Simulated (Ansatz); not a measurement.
**TiSe₂ in the CdI2 type structure (space group P-3m1, No. 164; layered, stacked along the Cartesian z axis)**

Space group P-3m1 (No. 164); a = b = 3.4810 Å, c = 5.8719 Å, α = β = 90.00°, γ = 120.00°

```json
[
 {"atom": "Ti", "site": "1a", "symmetry": "-3m.", "x": "0.0000", "y": "0.0000", "z": "0.0000"},
 {"atom": "Se", "site": "2d", "symmetry": "3m.", "x": "0.3333", "y": "0.6667", "z": "0.2647"}
]
```

All numbers come from Ansatz (an electronic-structure program), PBE-D3(BJ), PAW, cutoff 420 eV, without spin-orbit coupling. k-mesh 15×15×8 (Γ-centred); smearing 0.05 eV (Fermi–Dirac).

The volume per atom is 20.54 Å³ and the density is 5.55 g/cm³. The band gap comes out as zero. The total energy is -4480.823 eV/atom (σ→0; compares only within this code and set-up).

Stability against distortions was not tested. All final runs are without spin polarisation.
